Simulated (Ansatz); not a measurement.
Worked example: self-consistent single point of NiAl (P4mm, 2 atoms in the cell) in Ansatz (a quantum-chemistry and plane-wave program).

Method: LDA (PW92), PAW files made with PBE (plane waves; Ansatz).

The change in words: lattice scaled by 0.98; kpoints.mp_grid.grid: 11 11 11 → 37 37 37. Reference geometry:
```
NiAl
1.0
    2.88133     0.00000     0.00000
    0.00000     2.88133     0.00000
    0.00000     0.00000     2.88133
Al Ni
1 1
Direct
  0.50000   0.50000   0.51735
  0.00000   0.00000   0.00000
```

Reference input (self-consistent single point, DFT, LDA (PW92), plane waves, PAW files made with PBE): basis.ecutwfc = 420 eV; kpoints.mp_grid.grid = 11 11 11; hamiltonian.xc = lda; hamiltonian.pseudopotentials = {kind: paw} (the program's default PAW files); scf.occupations.method = fermi_dirac; scf.occupations.width = 0.1 eV. This run's input differs from it in these lines:

Ansatz 0.2 input:
```diff
@@ -2,5 +2,5 @@
   lattice:
-    - [2.881330, 0.000000, 0.000000]
-    - [0.000000, 2.881330, 0.000000]
-    - [0.000000, 0.000000, 2.881330]
+    - [2.823703, 0.000000, 0.000000]
+    - [0.000000, 2.823703, 0.000000]
+    - [0.000000, 0.000000, 2.823703]
   atoms:
@@ -11,3 +11,3 @@
 kpoints:
-  mp_grid: { grid: [11, 11, 11] }
+  mp_grid: { grid: [37, 37, 37] }
 hamiltonian:
```

Log, with long lists cut:

```
SCF iter   1: F=—  HF=-6288.055121 eV  |F-HF|=—  |Δ(HF+E_count)|=         —  Δρ=7.08e-2  dr2=1.23e0  ethr=3.10e-3  ⟨swp⟩=4.0  Hψ=240196  notcnv=0
all-band conjugate gradients solve this SCF's bands
preconditioner: auto → none
SCF iter   2: F=—  HF=-6287.883951 eV  |F-HF|=—  |Δ(HF+E_count)|=   1.71e-1  Δρ=5.63e-2  dr2=7.94e-1  ethr=3.10e-3  ⟨swp⟩=2.0  Hψ=98002  notcnv=0  defer=207
   [... lines left out ...]
SCF iter   5: F=—  HF=-6287.677784 eV  |F-HF|=—  |Δ(HF+E_count)|=   7.94e-5  Δρ=1.82e-3  dr2=3.52e-4  ethr=8.87e-6  ⟨swp⟩=2.3  Hψ=78224  notcnv=0  defer=197
SCF iter   6: F=—  HF=-6287.677687 eV  |F-HF|=—  |Δ(HF+E_count)|=   9.74e-5  Δρ=4.26e-4  dr2=2.13e-5  ethr=1.68e-6  ⟨swp⟩=2.4  Hψ=79781  notcnv=0  defer=197
SCF iter   7: F=—  HF=-6287.677695 eV  |F-HF|=—  |Δ(HF+E_count)|=   8.12e-6  Δρ=6.02e-5  dr2=4.62e-7  ethr=1.02e-7  ⟨swp⟩=2.2  Hψ=75716  notcnv=0  defer=197
SCF iter   8: F=-6287.677695 eV  HF=-6287.677695 eV  |F-HF|=3.43e-9  |Δ(HF+E_count)|=   8.21e-8  Δρ=4.87e-6  dr2=3.12e-9  ethr=4.76e-10  ⟨swp⟩=5.2  Hψ=245676  notcnv=0
SCF 1 converged in 8 iterations: F = -6287.677695 eV  dr2 = 3.12e-9
Free energy (F): -6287.677695 eV
Internal energy: -6287.651793 eV  (E = F + TS)
E sigma→0 (E₀):  -6287.664744 eV
Entropy (-TS):   -0.025902 eV (-12.951 meV/atom)
Fermi energy:    14.593123 eV
--- Forces (eV/Å), atoms counted from 1 ---
  atom   1  Al     0.00000000     0.00000000    -0.32608931
  atom   2  Ni    -0.00000000     0.00000000     0.32608481
--- Stress (GPa, compression-positive) ---
        1.995816       0.000000       0.000000
        0.000000       1.995816       0.000000
        0.000000       0.000000       1.845787
  P = ⅓ Tr σ = 1.9458 GPa (19.458 kbar)
  The stress holds the Pulay correction. Without it, at fixed plane waves, as pw.x and ABINIT print it: P = 1.8948 GPa
```

The run converged in 8 iterations. Against the reference run the free energy falls by 15.9 meV/atom, the pressure goes from -8.24 to 1.95 GPa and the largest force goes from 0.259 to 0.326 eV/Å.

The starting cell has typed, rounded lattice constants, without a prior relaxation at this level. Its lattice was rescaled by up to half a per cent. One atom was moved a little off its site on purpose. For this run, on top of that: lattice scaled by 0.98. Spin polarisation is off. Ansatz's pressure includes its estimate of the finite-basis (Pulay) stress.

Cost on one core of a shared machine: roughly 60 s.
